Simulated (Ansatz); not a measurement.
Defect: interstitial H in monoclinic HfO2 strained by -1.5 % along x and y, z held, charge state +1. The step: one H atom jumps by itself; the atom moves 1.02 Å along (-0.06, 0.14, -0.13) of the unit cell; the moving atom starts with neighbours O at 0.99, O at 1.87 Å and ends with O at 0.98, O at 2.12, O at 2.14 Å. DFT values are from Ansatz (plane-wave PAW, 420 eV unless said) in a cell of 96 host sites, spin-restricted, static, with no finite-size correction. The charge state is imposed; whether it is stable for some Fermi level was not computed. Sites that were not tried may lie lower. For the PBE band: the saddle point's order was not checked.

```tsv
Level	Forward barrier (eV)	Cost of the band or of the saddle's single point
CHGNet universal potential (has no charge state), its own band	0.18	-
PBE, the Γ point alone, band relaxed	0.26	very roughly 70 core-minutes
PBE, a 2×2×2 k-point mesh shifted by half a step, same geometries	0.26	roughly 7 core-minutes
```

Ansatz is a quantum-chemistry and plane-wave program.
